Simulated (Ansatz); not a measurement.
The parent structure is GaP in the zinc blende structure (space group F-43m, No. 216; a = 5.3914 Å). Axes: x, y, z lie along the cube axes.

The values are results of plane-wave PAW DFT at the LDA level (Ansatz, a program for electronic structure, 420 eV), spin-orbit coupling left out, not measurements.

For the base:

```
Item                                 Value
---------------------  -------------------
Valence-band top at Γ  0.00, 0.00, 0.00 eV
```

One thing is altered: tensor shear ε_xy = +0.86 % (engineering shear γ = 0.0172), atoms relaxed at fixed cell.

### Question
What does the calculation give for the stress, energy relative to the base and valence-band top at Γ after the change?

### Answer
The stress (xx, yy, zz, yz, xz, xy; compression positive) is (0.01, 0.01, -0.01, 0.00, 0.00, -1.22) GPa; the energy increases by 1.3 meV/atom; the valence-band top at Γ (three highest levels, from the VBM) goes from 0.00, 0.00, 0.00 eV to 0.00, -0.07, -0.14 eV.

The cells carry an imposed strain or load. Stability against distortions was not tested.
